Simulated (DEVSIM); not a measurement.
Structure: illuminated GaAs p-on-n cell, one wavelength, at 300 K.

| layer (left to right) | material | thickness (μm) | Nd (cm⁻³) | Na (cm⁻³) | τn (s) | τp (s) | absorption coefficient (cm⁻¹) |
|---|---|---|---|---|---|---|---|
| 1 | GaAs | 0.210 | - | 9e17 | 4.1e-11 | 1.6e-10 | 13000 |
| 2 | GaAs | 1.60 | 1.5e15 | - | 1.1e-9 | 1.1e-9 | 13000 |

Left contact: ohmic, minority electron recombination velocity 2e6 cm/s. Right contact: ohmic, minority hole recombination velocity 1e5 cm/s. Voltage is applied to the left contact. Recombination: SRH at mid-gap, radiative. Light enters at the left, 1.8e17 photons cm⁻² s⁻¹, one pass, no reflection. Mobility is constant in doping.

This is a model device: material constants are rounded textbook-type values typed into the input, and sizes, dopings and lifetimes were drawn at random. Values at 300 K.

```
parameter        GaAs
-------------  ------
gap (eV)        1.424
affinity (eV)    4.07
permittivity     12.9
Nc (cm⁻³)      4.7e17
Nv (cm⁻³)        9e18
μn (cm²/Vs)      8500
μp (cm²/Vs)       400
B (cm³/s)       2e-10
```

Model (solved in DEVSIM): 1D drift-diffusion, Boltzmann statistics, complete ionisation; no tunnelling, impact ionisation, image-force lowering or self-heating.

Tabulate band edges, carrier densities and field at 1.05 V on the left contact, in the dark.

Energies count from the Fermi level of the right contact; mesh points crowd at the junctions.

```
x (μm)   Ec (eV)  Ev (eV)  n (cm⁻³)  p (cm⁻³)  field (V/cm)
-------  -------  -------  --------  --------  ------------
0.000      0.314   -1.109    2.0e12    9.0e17           ≈ 0
0.01433    0.314   -1.109    2.0e12    9.0e17           ≈ 0
0.03519    0.314   -1.109    2.0e12    9.0e17           ≈ 0
0.06255    0.314   -1.109    2.1e12    9.0e17           ≈ 0
0.1210     0.314   -1.109    2.2e12    9.0e17           ≈ 0
0.1587     0.314   -1.109    2.3e12    9.0e17           ≈ 0
0.1846     0.314   -1.110    2.4e12    9.0e17          -280
0.2070     0.299   -1.125    4.4e12    4.9e17        -32000
0.2192     0.255   -1.169    2.5e13    8.8e16        -26000
0.2399     0.218   -1.206    1.0e14    2.1e16        -13000
0.2731     0.187   -1.237    3.4e14    6.4e15         -6800
0.3508     0.155   -1.269    1.2e15    1.8e15         -2400
0.4514     0.142   -1.282    1.9e15    1.0e15          -610
0.6131     0.138   -1.286    2.2e15    7.8e14           -22
0.9599     0.140   -1.284    2.1e15    5.8e14            57
1.280      0.142   -1.282    2.0e15    4.5e14            55
1.489      0.143   -1.281    1.9e15    3.8e14            65
1.620      0.144   -1.280    1.8e15    3.4e14           110
1.721      0.145   -1.278    1.7e15    3.3e14           230
1.761      0.147   -1.277    1.6e15    3.3e14           330
1.789      0.148   -1.276    1.6e15    3.3e14           420
1.810      0.149   -1.275    1.5e15    3.4e14           510
```
